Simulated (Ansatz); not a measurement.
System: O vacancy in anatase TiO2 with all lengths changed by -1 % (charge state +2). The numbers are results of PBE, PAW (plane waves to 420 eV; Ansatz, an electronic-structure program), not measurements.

Cell of 108 host sites held at the strained lattice (strain from the relaxed PBE one, atoms relaxed); the Γ point alone; Fermi-Dirac width 0.01 eV, spin-restricted; finite-size errors left in. Static, classical nuclei. The charge state is imposed; whether it is stable for some Fermi level was not computed. Forms of the defect that were not tried may lie lower.

Barriers: single points on a 2×2×2 k-point mesh shifted by half a step at the bands' geometries.

Relaxed starting cell (atoms counted from 1):

```xyz
107
Lattice="11.2823 0.0000 0.0000 0.0000 11.2823 0.0000 0.0000 0.0000 9.6037" Properties=species:S:1:pos:R:3 pbc="T T T"
Ti    -0.0046     1.8696     2.6187
Ti    -0.0047     5.6936     2.4551
Ti    -0.0049     9.3834     2.4545
Ti     3.7801     1.8780     2.3957
Ti     3.7582     5.6321     2.3910
Ti     3.7594     9.4054     2.3902
Ti     7.4928     1.8780     2.3955
Ti     7.5142     5.6322     2.3913
Ti     7.5130     9.4053     2.3903
Ti    -0.0055    -0.2096    -0.0733
Ti    -0.0053     3.9609    -0.0649
Ti    -0.0054     7.5173    -0.1053
Ti     3.7530     0.0057     0.0054
Ti     3.7530     3.7497     0.0045
Ti     3.7563     7.5183     0.0052
Ti     7.5179     0.0056     0.0054
Ti     7.5183     3.7499     0.0044
Ti     7.5152     7.5183     0.0049
O     -0.0052     5.6797     0.4073
O     -0.0053     9.3562     0.3971
O      3.7946     1.8773     0.4170
O      3.6971     5.6290     0.3910
O      3.6947     9.4073     0.3899
O      7.4779     1.8774     0.4170
O      7.5747     5.6291     0.3909
O      7.5771     9.4072     0.3897
O      1.9001     1.8665     2.8433
O      1.8558     5.5354     2.7862
O      1.8586     9.4927     2.7868
O      5.6363     1.8725     2.8359
O      5.6360     5.6241     2.7889
O      5.6360     9.4030     2.7897
O      9.3722     1.8664     2.8434
O      9.4165     5.5353     2.7865
O      9.4136     9.4927     2.7868
O     -0.0050     0.1853     1.7888
O     -0.0051     3.5362     1.7765
O     -0.0048     7.5258     2.0469
O      3.7703    -0.0021     2.0003
O      3.7673     3.7545     2.0014
O      3.7223     7.5177     1.9972
O      7.5018    -0.0023     2.0002
O      7.5050     3.7547     2.0014
O      7.5500     7.5177     1.9973
O     -0.0050     1.8814     4.4655
O     -0.0050     5.6437     4.3848
O     -0.0051     9.4157     4.3812
O      3.7740     1.8842     4.4343
O      3.7514     5.6708     4.3877
O      3.7524     9.3758     4.3892
O      7.4982     1.8846     4.4345
O      7.5204     5.6708     4.3878
O      7.5196     9.3755     4.3892
Ti     1.8853     0.0061     7.1963
Ti     1.8836     3.7509     7.1978
Ti     1.9099     7.5190     7.1765
Ti     5.6362    -0.0156     7.2214
Ti     5.6361     3.7711     7.2214
Ti     5.6359     7.5183     7.1973
Ti     9.3871     0.0063     7.1964
Ti     9.3889     3.7512     7.1979
Ti     9.3621     7.5191     7.1764
Ti     1.9478     1.8771     4.8236
Ti     1.8955     5.6292     4.8075
Ti     1.8975     9.4051     4.8085
Ti     5.6361     1.8774     4.8467
Ti     5.6358     5.6380     4.8008
Ti     5.6358     9.3982     4.8024
Ti     9.3245     1.8771     4.8235
Ti     9.3767     5.6292     4.8072
Ti     9.3746     9.4050     4.8084
O      1.8814     0.0003     5.2104
O      1.8777     3.7568     5.2090
O      1.8512     7.5204     5.1840
O      5.6357    -0.0084     5.2217
O      5.6354     3.7661     5.2215
O      5.6354     7.5194     5.2072
O      9.3900     0.0003     5.2105
O      9.3941     3.7570     5.2091
O      9.4206     7.5204     5.1839
O     -0.0051    -0.0877     7.5672
O     -0.0049     3.8391     7.5699
O     -0.0050     7.5191     7.5884
O      3.7480    -0.0489     7.6280
O      3.7482     3.8039     7.6271
O      3.7607     7.5193     7.6045
O      7.5244    -0.0486     7.6282
O      7.5242     3.8040     7.6273
O      7.5113     7.5192     7.6045
O      1.8833     1.8782     6.8128
O      1.8949     5.6405     6.7951
O      1.8950     9.3976     6.7963
O      5.6366     1.8779     6.8358
O      5.6363     5.6424     6.8011
O      5.6364     9.3961     6.8015
O      9.3897     1.8783     6.8127
O      9.3779     5.6405     6.7952
O      9.3774     9.3976     6.7962
O      1.8271     0.1806     9.2085
O      1.8294     3.5803     9.2073
O      1.8678     7.5157     9.1858
O      5.6359     0.0046     9.2208
O      5.6360     3.7501     9.2205
O      5.6358     7.5182     9.2236
O      9.4448     0.1802     9.2088
O      9.4428     3.5807     9.2075
O      9.4042     7.5158     9.1854
```
Cell charge +2.

End state 1 differs by these moves (Å; atoms that move under 0.08 Å are left out):

```tsv
atom	element	Δx	Δy	Δz
1	Ti	0.00	0.22	-0.14
3	Ti	0.00	-0.19	0.01
10	Ti	0.00	0.22	-0.14
11	Ti	0.00	-0.19	0.01
20	O	0.00	0.26	0.23
27	O	-0.07	-0.17	-0.05
28	O	0.01	0.11	0.03
29	O	-0.03	0.08	0.01
33	O	0.07	-0.17	-0.05
34	O	-0.01	0.11	0.03
35	O	0.03	0.08	0.01
36	O	0.00	1.50	-1.18
37	O	0.00	0.26	0.23
45	O	0.00	0.08	-0.03
47	O	0.00	-0.10	0.05
81	O	0.00	0.08	-0.03
82	O	0.00	-0.10	0.05
99	O	0.07	-0.17	-0.05
100	O	0.03	0.08	0.01
101	O	-0.01	0.11	0.03
105	O	-0.07	-0.17	-0.05
106	O	-0.03	0.08	0.01
107	O	0.01	0.11	0.03
```

Question: What is the computed forward and backward barriers to end state 1 (PBE, PAW)?

Answer: forward 0.092 eV, backward 0.092 eV; at the saddle point atom 36 has neighbours 2 Ti at 1.79 Å. The saddle point's order was not checked, and it lies on a symmetry element of the cell, where a band can be held.

End state 2 differs by these moves (Å; atoms that move under 0.08 Å are left out):

```json
[
 {"atom": "1", "element": "Ti", "Δx": "0.01", "Δy": "0.02", "Δz": "-0.21"},
 {"atom": "2", "element": "Ti", "Δx": "-0.01", "Δy": "-0.06", "Δz": "-0.07"},
 {"atom": "10", "element": "Ti", "Δx": "-0.20", "Δy": "0.21", "Δz": "0.14"},
 {"atom": "11", "element": "Ti", "Δx": "0.01", "Δy": "-0.20", "Δz": "0.06"},
 {"atom": "12", "element": "Ti", "Δx": "0.01", "Δy": "0.00", "Δz": "0.10"},
 {"atom": "13", "element": "Ti", "Δx": "0.21", "Δy": "-0.01", "Δz": "0.07"},
 {"atom": "16", "element": "Ti", "Δx": "0.00", "Δy": "-0.01", "Δz": "0.10"},
 {"atom": "20", "element": "O", "Δx": "0.18", "Δy": "0.09", "Δz": "0.00"},
 {"atom": "21", "element": "O", "Δx": "-0.22", "Δy": "-0.05", "Δz": "-0.02"},
 {"atom": "23", "element": "O", "Δx": "-0.12", "Δy": "0.04", "Δz": "0.01"},
 {"atom": "28", "element": "O", "Δx": "0.02", "Δy": "0.10", "Δz": "-0.02"},
 {"atom": "29", "element": "O", "Δx": "0.02", "Δy": "-0.10", "Δz": "0.01"},
 {"atom": "34", "element": "O", "Δx": "-0.02", "Δy": "0.10", "Δz": "0.02"},
 {"atom": "35", "element": "O", "Δx": "-0.02", "Δy": "-0.11", "Δz": "0.02"},
 {"atom": "36", "element": "O", "Δx": "-0.08", "Δy": "-0.19", "Δz": "0.25"},
 {"atom": "37", "element": "O", "Δx": "-0.05", "Δy": "0.21", "Δz": "0.20"},
 {"atom": "38", "element": "O", "Δx": "-0.05", "Δy": "0.00", "Δz": "-0.07"},
 {"atom": "41", "element": "O", "Δx": "0.08", "Δy": "0.01", "Δz": "-0.02"},
 {"atom": "54", "element": "Ti", "Δx": "0.00", "Δy": "-0.01", "Δz": "-0.21"},
 {"atom": "63", "element": "Ti", "Δx": "-0.07", "Δy": "0.07", "Δz": "-0.04"},
 {"atom": "65", "element": "Ti", "Δx": "-0.02", "Δy": "-0.08", "Δz": "-0.03"},
 {"atom": "69", "element": "Ti", "Δx": "0.08", "Δy": "0.02", "Δz": "-0.03"},
 {"atom": "81", "element": "O", "Δx": "0.22", "Δy": "0.09", "Δz": "0.26"},
 {"atom": "84", "element": "O", "Δx": "-0.18", "Δy": "0.05", "Δz": "0.19"},
 {"atom": "87", "element": "O", "Δx": "-0.02", "Δy": "0.05", "Δz": "-0.07"},
 {"atom": "88", "element": "O", "Δx": "-0.01", "Δy": "-0.08", "Δz": "-0.02"},
 {"atom": "93", "element": "O", "Δx": "-0.09", "Δy": "-0.02", "Δz": "-0.02"},
 {"atom": "95", "element": "O", "Δx": "-0.09", "Δy": "0.02", "Δz": "0.02"},
 {"atom": "96", "element": "O", "Δx": "0.11", "Δy": "-0.02", "Δz": "0.01"},
 {"atom": "98", "element": "O", "Δx": "0.12", "Δy": "0.02", "Δz": "0.02"},
 {"atom": "99", "element": "O", "Δx": "-1.66", "Δy": "1.65", "Δz": "0.79"},
 {"atom": "100", "element": "O", "Δx": "0.05", "Δy": "0.22", "Δz": "-0.02"},
 {"atom": "105", "element": "O", "Δx": "-0.09", "Δy": "-0.18", "Δz": "-0.01"},
 {"atom": "106", "element": "O", "Δx": "-0.04", "Δy": "0.12", "Δz": "0.01"}
]
```

Question: What forward and backward barriers to end state 2 does PBE, PAW give?

Answer: forward 1.09 eV, backward 1.09 eV; at the saddle point atom 99 has neighbours Ti at 1.71 Å. The saddle point's order was not checked, and it lies on a symmetry element of the cell, where a band can be held.

End state 3 differs by these moves (Å; atoms that move under 0.08 Å are left out):

```json
[
 {"atom": "1", "element": "Ti", "Δx": "0.00", "Δy": "0.08", "Δz": "-0.19"},
 {"atom": "10", "element": "Ti", "Δx": "0.01", "Δy": "0.21", "Δz": "0.30"},
 {"atom": "11", "element": "Ti", "Δx": "0.00", "Δy": "-0.18", "Δz": "0.06"},
 {"atom": "12", "element": "Ti", "Δx": "0.00", "Δy": "-0.02", "Δz": "0.10"},
 {"atom": "21", "element": "O", "Δx": "-0.13", "Δy": "-0.02", "Δz": "-0.03"},
 {"atom": "24", "element": "O", "Δx": "0.14", "Δy": "-0.02", "Δz": "-0.03"},
 {"atom": "28", "element": "O", "Δx": "0.03", "Δy": "0.10", "Δz": "0.04"},
 {"atom": "29", "element": "O", "Δx": "0.01", "Δy": "-0.10", "Δz": "0.03"},
 {"atom": "34", "element": "O", "Δx": "-0.03", "Δy": "0.10", "Δz": "0.04"},
 {"atom": "35", "element": "O", "Δx": "-0.02", "Δy": "-0.10", "Δz": "0.03"},
 {"atom": "36", "element": "O", "Δx": "0.00", "Δy": "-0.19", "Δz": "0.28"},
 {"atom": "37", "element": "O", "Δx": "-0.01", "Δy": "0.24", "Δz": "0.26"},
 {"atom": "54", "element": "Ti", "Δx": "0.20", "Δy": "-0.01", "Δz": "-0.06"},
 {"atom": "57", "element": "Ti", "Δx": "0.00", "Δy": "0.01", "Δz": "-0.12"},
 {"atom": "60", "element": "Ti", "Δx": "-0.19", "Δy": "-0.01", "Δz": "-0.05"},
 {"atom": "63", "element": "Ti", "Δx": "-0.08", "Δy": "0.01", "Δz": "-0.02"},
 {"atom": "69", "element": "Ti", "Δx": "0.08", "Δy": "0.01", "Δz": "-0.02"},
 {"atom": "72", "element": "O", "Δx": "0.08", "Δy": "0.00", "Δz": "-0.04"},
 {"atom": "74", "element": "O", "Δx": "0.07", "Δy": "0.01", "Δz": "0.05"},
 {"atom": "78", "element": "O", "Δx": "-0.07", "Δy": "0.00", "Δz": "-0.04"},
 {"atom": "80", "element": "O", "Δx": "-0.07", "Δy": "0.01", "Δz": "0.05"},
 {"atom": "81", "element": "O", "Δx": "0.01", "Δy": "1.99", "Δz": "2.48"},
 {"atom": "85", "element": "O", "Δx": "0.00", "Δy": "-0.11", "Δz": "-0.03"},
 {"atom": "88", "element": "O", "Δx": "0.00", "Δy": "-0.10", "Δz": "-0.03"},
 {"atom": "90", "element": "O", "Δx": "-0.19", "Δy": "-0.05", "Δz": "0.00"},
 {"atom": "92", "element": "O", "Δx": "-0.20", "Δy": "0.05", "Δz": "0.02"},
 {"atom": "96", "element": "O", "Δx": "0.18", "Δy": "-0.05", "Δz": "0.00"},
 {"atom": "98", "element": "O", "Δx": "0.20", "Δy": "0.05", "Δz": "0.01"},
 {"atom": "99", "element": "O", "Δx": "-0.14", "Δy": "-0.18", "Δz": "-0.21"},
 {"atom": "100", "element": "O", "Δx": "0.05", "Δy": "0.19", "Δz": "0.00"},
 {"atom": "105", "element": "O", "Δx": "0.17", "Δy": "-0.18", "Δz": "-0.23"},
 {"atom": "106", "element": "O", "Δx": "-0.04", "Δy": "0.19", "Δz": "0.00"}
]
```

Question: What forward and backward barriers to end state 3 does PBE, PAW give?

Answer: forward 1.93 eV, backward 1.93 eV; at the saddle point atom 81 has neighbours Ti at 1.75 Å. The saddle point's order was not checked.
